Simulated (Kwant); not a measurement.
## Ge/Si0.2Ge0.8 stack with 3 barriers

Model system: Ge/Si0.2Ge0.8 stack with 3 barriers. One parabolic valley. Leads of mass 0.12 mₑ with the band edge at 0; grid 0.1 nm; bias swept from 0.0048 to 0.18 V, dropping linearly over the stack. Emitter Fermi level 0.013 eV, 300 K, equal in the collector.

```csv
layer,thickness (nm),band offset (eV),mass (mₑ)
1,2.9,0.12,0.14
2,7.6,0,0.12
3,2.9,0.12,0.14
4,7.6,0,0.12
5,2.9,0.12,0.14
```

Constants are typed, rounded textbook-type inputs, not results; the design itself was drawn at random and stands for no fabricated device.

Model: one-band effective-mass tight-binding model in one dimension, coherent, no space charge, current by the Tsu-Esaki formula (Kwant).

```tsv
bias (V)	J (A/cm²)
0.01084	26100
0.01688	34100
0.03501	50800
0.05313	62900
0.07125	73000
0.08938	71900
0.09542	75900
0.1015	80400
0.1075	85200
0.1135	90300
0.1196	95600
0.1256	101000
0.1317	105000
0.1377	110000
0.1437	117000
0.1498	125000
0.1558	135000
0.1619	146000
0.1679	157000
0.1740	169000
0.1800	181000
```
